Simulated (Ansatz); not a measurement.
# One base run on Na2MgCu2O4 (Amm2, 9 atoms in the cell) and variants with one or two settings moved

```
Na2Mg(CuO2)2
1.0
    5.47662     0.00000     0.00000
    0.00000     1.79775     5.29524
    0.00000    -1.79775     5.29524
Na Mg Cu O
2 1 2 4
Cartesian
  0.00000   0.00000   3.59102
  2.73831   0.00000   7.54286
  0.00000   0.00000   7.18596
  0.00000   0.00000  10.54982
  2.73831   0.00000  10.46096
  1.26871   0.00000   9.18237
  4.20791   0.00000   9.18237
  1.25940   0.00000   1.35018
  4.21722   0.00000   1.35018
```
Moments meant for the start (each program seeds them in its own way; μB, in the order of the atoms Na Na Mg Cu Cu O O O O): 0.0 0.0 0.0 1.0 1.0 0.0 0.0 0.0 0.0.

Base run A: LDA (PW92), default PAW files made with PBE in Ansatz (a quantum-chemistry and plane-wave program), self-consistent single point.

Its settings: basis.ecutwfc = 30.9 Ry; kpoints.mp_grid.grid = 4 6 6; hamiltonian.xc = lda; hamiltonian.pseudopotentials = {kind: paw} (the program's default PAW files); magnetization.spin_polarized = true; scf.occupations.method = gaussian; scf.occupations.width = 0.0073 Ry.

The starting cell comes from a database of computed structures (which also holds hypothetical and non-ambient phases and stackings), without a prior relaxation at this level. Its lattice was rescaled by a random factor within 2.5 % of one. The magnetic order is the one reached from the typed start; others were not searched systematically. Ansatz's pressure includes its estimate of the finite-basis (Pulay) stress. The run gives no clean gap (levels at the Fermi energy touch, overlap or are partly filled at this smearing), which alone does not show that the compound is a metal.

ΔF is the free energy per atom less that of run A. 

Run A gave: pressure (GPa) -1.59; largest force (eV/Å) 0.109; size of the net moment (μB/atom) 0.13; k-points 39.

Runs:
- B: scf.occupations.method: gaussian → methfessel_paxton; scf.occupations.width: 0.0073 Ry → 0.022 Ry
- C: parallel starting moments (0 0 0 0.05 0.05 0 0 0 0 μB)
- D: crystal.symmetry.detect: default → false
- E: scf.occupations.width: 0.0073 Ry → 0.0007 Ry
- F: scf.mixing.algorithm: default (the program chose MSR1) → anderson; scf.mixing.beta: default → 1
- G: scf.eigensolver.kind: default (the program chose band_cg) → davidson

What does run B change against A?

The free energy stays essentially unchanged (within 1 meV/atom), the pressure stays at -1.59 GPa, the largest force goes from 0.109 to 0.114 eV/Å and the size of the net moment stays at 0.13 μB/atom.

| run | ΔF (meV/atom) | pressure (GPa) | largest force (eV/Å) | size of the net moment (μB/atom) | k-points |
|---|---|---|---|---|---|
| A | 0.00 | -1.59 | 0.109 | 0.13 | 39 |
| B | 0.92 | -1.59 | 0.114 | 0.13 | 39 |
| C | 0.00 | -1.59 | 0.109 | 0.13 | 39 |
| D | 0.00 | -1.59 | 0.109 | 0.13 | 76 |
| E | 0.65 | -1.59 | 0.110 | 0.13 | 39 |
| F | 0.00 | -1.59 | 0.109 | 0.13 | 39 |
| G | 0.00 | -1.59 | 0.109 | 0.13 | 39 |

Keys are those of Ansatz 0.2.
